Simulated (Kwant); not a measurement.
System: wire with an abrupt hard-wall neck in a In0.53Ga0.47As two-dimensional gas. Effective mass 0.041 mₑ, grid spacing 2.5 nm, hard walls, nominal width 60 nm (23 grid rows, so walls 60 nm apart), one parabolic valley, scattering region 180 nm long along x; energies count from the band bottom; Fermi energy swept from 0.0012738 to 0.05096 eV. Central neck 30 nm wide and 69 nm long.

Constants are typed, rounded textbook-type inputs, not results; the design itself was drawn at random and stands for no fabricated device.

Computed with Kwant: effective-mass tight-binding model on a square grid, one spin, coherent transport at 0 K. Conductance is in e²/h.

Sweep values stay those of the base run.

Base results: mean G (e²/h) over the sweep 0.97; G (e²/h) at E = 13.51 meV 0.75; G (e²/h) at E = 50.96 meV 1.89.

Task: What follows from this one change: neck length 69 → 34 nm?

Result: mean G over the sweep little changed (0.98 e²/h); G at E = 13.51 meV 0.75 → 0.93 e²/h; G at E = 50.96 meV little changed (1.90 e²/h).

Task: What follows from this one change: effective mass 0.041 → 0.025 mₑ?

Result: mean G over the sweep 0.97 → 0.64 e²/h; G at E = 13.51 meV 0.75 → 0.0027 e²/h; G at E = 50.96 meV 1.89 → 1.00 e²/h.
